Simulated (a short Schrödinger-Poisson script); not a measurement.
Stack: symmetric double-gate stack, Al2O3 on p-type In0.53Ga0.47As, at 400 K.

```csv
layer,material,thickness (nm),Na (cm⁻³)
1,Al2O3,5.6,-
2,In0.53Ga0.47As,20,1e18
3,Al2O3,5.6,-
```

Constants are typed, rounded textbook-type inputs, not results; the design itself was drawn at random and stands for no fabricated device. Al2O3: permittivity 9, conduction-band edge (eV) 3.16, gap (eV) 6.8, electron mass (mₑ) 0.3. In0.53Ga0.47As: permittivity 13.9, conduction-band edge (eV) 0, gap (eV) 0.74, Nv at 300 K (cm⁻³) 7.7e18.

Channel valleys (confinement mass, in-plane density-of-states mass, number): Γ 0.041, 0.041, 1. At the gates, both at one voltage, the conduction-band edge of layer 1 lies 3.18 eV − eVg above the Fermi level of the channel. Gaps are held at their typed values at every temperature. Mesh 0.03 nm at interfaces.

Solved with a short Schrödinger-Poisson script written for these runs: 1D Poisson equation in equilibrium, electrons quantum, Hartree (BenDaniel-Duke, 12 states a valley, the channel's in-plane mass for all, wave functions ending at the dielectric), parabolic valleys, classical holes, full ionisation, no traps, pinning or gate leakage.

### Question
List the lowest subbands of each valley and their electrons at Vg = 1.5 V.

### Answer
```csv
valley,subband,energy from the Fermi level (meV),electrons (cm⁻²),share (%)
Γ,0,-288.7,4.94e12,40.4
Γ,1,-271.8,4.65e12,38.0
Γ,2,-135.4,2.33e12,19.0
```

All electrons: 1.22e13 cm⁻². Above a few 1e12 electrons/cm² a light Γ valley is non-parabolic and upper valleys begin to fill, which the model leaves out.
